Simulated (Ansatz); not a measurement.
**hcp Hf (1 0 0) on wurtzite ZnO (1 0 0) (film strained to the substrate, started from cuts of the bulks and a machine-learned relaxation; slabs Zn10O10 and Hf8, which can lie off the formulas)**

A periodic stack without vacuum, hcp Hf (1 0 0) on wurtzite ZnO (1 0 0) (film strained to the substrate, started from cuts of the bulks and a machine-learned relaxation; slabs Zn10O10 and Hf8, which can lie off the formulas): substrate slab Zn10O10, film Hf8, surface cells [[0, 1], [-1, 0]] and [[0, 1], [-1, 0]], film strained by +2.3 and +4.5 %, outermost planes OZn/OZn and Hf/Hf as cut, which need not be the usual terminations and can put a slab off its formula.

The start was prepared with a machine-learned potential, and the result is one local minimum, with the in-plane cell held and forces under 0.04 eV/Å; the film can end far from its bulk form.

All values below come from PBE (plane waves to 420 eV, PAW; Ansatz, a program for electronic structure). Scalar-relativistic, without spin–orbit coupling; the runs are not spin-polarised; PBE gaps are too small against experiment. Its k-point mesh 6×10×1, Fermi–Dirac width 0.05 eV.

| Quantity | Result |
|---|---|
| interface area | 17.4 Å² |
| period | 25.12 Å |
| heights between the nearest atoms of the two slabs at the two interfaces | 1.58 and 1.58 Å |
| Hf–Zn contacts across the interfaces within 1.22 times the sum of covalent radii | 12, mean 3.16 Å |
| Hf–O contacts across the interfaces within 1.22 times the sum of covalent radii | 2, mean 1.97 Å |
| estimate of the barrier | withheld, since the Fermi level falls at or inside a band of the host, which a slab this thin can't settle |

```xyz
28
Lattice="5.2925 0.0003 -0.1361 0.0001 3.2795 0.0165 0.6470 1.5070 25.1198" Properties=species:S:1:pos:R:3 pbc="T T T"
Zn     2.5664     1.5066     1.8670
Zn     4.8637     3.1509     0.4759
O      4.5349     1.5075     1.6675
O      1.8602     3.1516     0.9314
Zn     2.5998     3.1422     4.6623
Zn     5.2149     1.5072     3.5425
O      4.5988     3.1420     4.5326
O      1.9295     1.5070     3.7131
Zn     2.6470     1.4904     7.4808
Zn     5.2711     3.1355     6.4148
O      4.6512     1.4909     7.3723
O      1.9855     3.1346     6.5519
Zn     2.7169     3.1131    10.3527
Zn     5.3474     1.4799     9.2329
O      4.7205     3.1149    10.2118
O      2.0582     1.4780     9.3911
Zn     2.5240     1.4472    13.4318
Zn     5.4438     3.0970    12.0260
O      4.7856     1.4533    12.9947
O      2.1287     3.0946    12.2577
Hf    -0.2256     4.7160    15.1002
Hf     2.4866     3.0722    15.9772
Hf     5.1785     3.0583    17.6709
Hf     2.5638     4.6965    18.6302
Hf     5.2596     4.6787    20.4190
Hf     2.6287     3.0366    21.3630
Hf     5.3264     3.0295    23.0564
Hf     2.6744     4.6643    24.0861
```
